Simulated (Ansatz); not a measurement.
Start from RuSb$_{2}$ (space group Pnnm, No. 58; a = 5.957 Å, b = 6.663 Å, c = 3.176 Å). Axes: x, y, z lie along a, b, c of the conventional cell.

Computed with PBEsol (Ansatz, an electronic-structure program; PAW; 420 eV plane waves; no spin-orbit coupling).

Before the change:

| Item | Result |
|---|---|
| Volume per atom | 21.01 Å³ |

Modification: uniaxial stress, 2 GPa compression along z; all other stress components relax to zero.

Q: What does the calculation give for the energy relative to the base and volume per atom after the change?

A: The energy grows by 1.3 meV/atom; the volume per atom shrinks by 0.14 Å³, from 21.01 Å³ to 20.87 Å³.

Load acts through the strain it causes; cell and atoms are relaxed under it. Beyond what the load breaks, stability against distortions was not tested. All final runs are without spin polarisation.
